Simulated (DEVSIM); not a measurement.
System: abrupt Si n-p junction, at 300 K.

Layer 1 from the left is Si, thickness (μm) 2.60, Nd (cm⁻³) 5.3e18, τn (s) 0.00013, τp (s) 0.00013. Layer 2 from the left is Si, thickness (μm) 7.20, Na (cm⁻³) 5.2e17, τn (s) 0.00013, τp (s) 0.00013.

Left contact: ohmic. Right contact: ohmic. Voltage is applied to the left contact. Recombination: SRH at mid-gap, radiative, Auger. Mobility is constant in doping.

The device is made up for the run: typed textbook-type constants, with dimensions and the other settings drawn at random. Values at 300 K.

Si: gap (eV) 1.124, affinity (eV) 4.05, permittivity 11.7, Nc (cm⁻³) 2.86e19, Nv (cm⁻³) 3.1e19, μn (cm²/Vs) 1417, μp (cm²/Vs) 470, B (cm³/s) 4.7e-15, Cn (cm⁶/s) 2.8e-31, Cp (cm⁶/s) 9.9e-32.

DEVSIM, 1D drift-diffusion, Boltzmann statistics, complete ionisation; no tunnelling, impact ionisation, image-force lowering or self-heating.

Task: What does the simulation give for the potential step across the device at zero bias, the dark forward voltage at 1 A/cm², the dark forward voltage at 100 A/cm², the largest field in the device at zero bias?

Result: potential step across the device at zero bias 0.975 V; dark forward voltage at 1 A/cm² 0.696 V; dark forward voltage at 100 A/cm² 0.816 V; largest field in the device at zero bias 370000 V/cm.
